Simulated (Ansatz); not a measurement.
Start from Ir in the fcc (Cu type) structure (space group Fm-3m, No. 225; a = 3.8118 Å; relaxed with 0.1 eV smearing). Axes: x, y, z lie along the cube axes.

Calculations: Ansatz (a program for electronic structure), LDA, PAW, cutoff 420 eV, no SOC.

Modification: tensile biaxial strain of 2.00 % in the plane normal to [001], as in epitaxy on a mismatched substrate; the out-of-plane cell vector and the atoms relax.

**Question.** Estimate the effect on the energy relative to the base.

**Answer.** The energy goes up by 23 meV/atom.

**Question.** Estimate the effect on the out-of-plane strain.

**Answer.** The out-of-plane strain is -1.59 %.

No phonon test of stability was made. The final runs are not spin-polarised.
